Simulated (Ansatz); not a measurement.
MgCdTe₂ (P-4m2, No. 115, 4 atoms in the cell; start mp-1222011)

Computed with PBE0 (Ansatz, an electronic-structure program, PAW).

Numerical settings: plane-wave cutoff 460 eV, 6×6×4 k mesh (along the axes of the cell as run), Fermi–Dirac smearing 0.01 eV, scalar-relativistic PAW data made under PBE.

Cell (relaxed with PBEsol):

```
CdMgTe2
1.0
    4.57904     0.00000     0.00000
    0.00000     4.57904     0.00000
    0.00000     0.00000     6.43997
Mg Cd Te
1 1 2
Direct
  0.50000   0.50000   0.50000
  0.00000   0.00000   0.00000
  0.00000   0.50000   0.25346
  0.50000   0.00000   0.74654
```

For MgCdTe₂ (P-4m2, No. 115, 4 atoms in the cell; start mp-1222011), the band gap is 3.00 eV (on the SCF k mesh).

Note: cell and atoms aren't relaxed at this level (pressure 0.9 GPa).

Spin–orbit coupling is not included; with these elements it can move the gap by several tenths of an eV or more.

Computed values are for the static lattice.

A start named mp-… is a Materials Project structure, which need not be a measured phase.
